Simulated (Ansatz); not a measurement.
## Effective masses and thermopower of GaAs (F-43m)

Data:

```
CELL_PARAMETERS angstrom
      0.00000     2.82956     2.82956
      2.82956     0.00000     2.82956
      2.82956     2.82956     0.00000
ATOMIC_POSITIONS crystal
  Ga 0.00000 0.00000 0.00000
  As 0.25000 0.25000 0.25000
```

Method: HSE06, rigid bands (plane waves, PAW, scalar-relativistic; Ansatz, a quantum-chemistry and plane-wave program). How the cell was made: cell and atoms relaxed with PBEsol.

```yaml
band_gap: 1.40 eV
electron conductivity mass (300 K, dilute): 0.070 mₑ
effective density of states N_c (300 K): 4.4e17 cm⁻³
density_of_states_mass_electrons: 0.068 mₑ
Seebeck coefficient, n-type 1e19 cm⁻³, 300 K: -50 μV/K
```

Rigid bands; masses and Seebeck coefficients take one relaxation time τ for all states and one kind of carrier; polarons and phonon drag are left out. Spin-orbit coupling is left out. Geometry: cell and atoms relaxed with PBEsol.
